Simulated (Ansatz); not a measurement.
Consider CdGeAs2 in the chalcopyrite structure (space group I-42d, No. 122).

```yaml
crystal:
  lattice:
    - [-2.93676, 2.93676, 5.61322]
    - [2.93676, -2.93676, 5.61322]
    - [2.93676, 2.93676, -5.61322]
  atoms:
    - { symbol: Cd, position: [0.00000, 0.00000, 0.00000] }
    - { symbol: Cd, position: [0.75000, 0.25000, 0.50000] }
    - { symbol: Ge, position: [0.50000, 0.50000, 0.00000] }
    - { symbol: Ge, position: [0.25000, 0.75000, 0.50000] }
    - { symbol: As, position: [0.87500, 0.85102, 0.47602] }
    - { symbol: As, position: [0.14898, 0.62500, 0.02398] }
    - { symbol: As, position: [0.37500, 0.39898, 0.52398] }
    - { symbol: As, position: [0.60102, 0.12500, 0.97602] }
```

Cartesian axes are those of the cell as printed.

Calculations: Ansatz (an electronic-structure program), LDA, PAW, cutoff 420 eV, no spin-orbit coupling.

Base values:

- Pressure: 0.00 GPa

Modification: the cell is stretched by 2.25 % along z with no lateral relaxation; the atoms relax in the strained cell.

**Question.** Predict the new energy relative to the base.

**Answer.** The energy goes up by 3.2 meV/atom.

**Question.** What happens to the pressure?

**Answer.** The pressure (mean of the normal stresses, compression positive) goes from zero to -1.36 GPa.

Whether these cells are dynamically stable was not tested.
